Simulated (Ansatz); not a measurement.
Here is the system:

End structure of the (100) surface of rock-salt TiN, Mg on all Ti sites of the second plane (bottom of the slab: a bare face, its two planes held):

```yaml
crystal:
  lattice:
    - [3.00301, 0.00000, 0.00000]
    - [0.00000, 3.00301, 0.00000]
    - [0.00000, 0.00000, 26.50000]
  atoms:
    - { symbol: N, position: [0.00000, 0.00000, 0.30398] }
    - { symbol: Ti, position: [0.50000, 0.50000, 0.30398] }
    - { symbol: N, position: [0.50000, 0.50000, 0.38411] }
    - { symbol: Ti, position: [0.00000, 0.00000, 0.38411] }
    - { symbol: N, position: [0.00000, 0.00000, 0.46473] }
    - { symbol: Ti, position: [0.50000, 0.50000, 0.46490] }
    - { symbol: N, position: [0.50000, 0.50000, 0.54371] }
    - { symbol: Ti, position: [0.00000, 0.00000, 0.54576] }
    - { symbol: N, position: [0.00000, 0.00000, 0.62699] }
    - { symbol: Mg, position: [0.50000, 0.50000, 0.62500] }
    - { symbol: N, position: [0.50000, 0.50000, 0.70827] }
    - { symbol: Ti, position: [0.00000, 0.00000, 0.69957] }
```

Slab: 12 atoms, 10.4 Å thick at the start with caps and adatoms (thin: gaps and levels are the slab's own); k 12x12x1, smearing 0.1 eV, dipole-corrected; 4 atoms held, the rest relaxed; start symmetry kept, larger cells not searched; no spin, no spin-orbit, no U. In PBE it lies 0.08 eV a 1x1 cell over the lowest computed structure of the same composition (Mg on all Ti sites of the top plane).

Task: Estimate the work function of the top face that PBE (Ansatz, a first-principles code) returns for this input.

Result: 3.61 eV
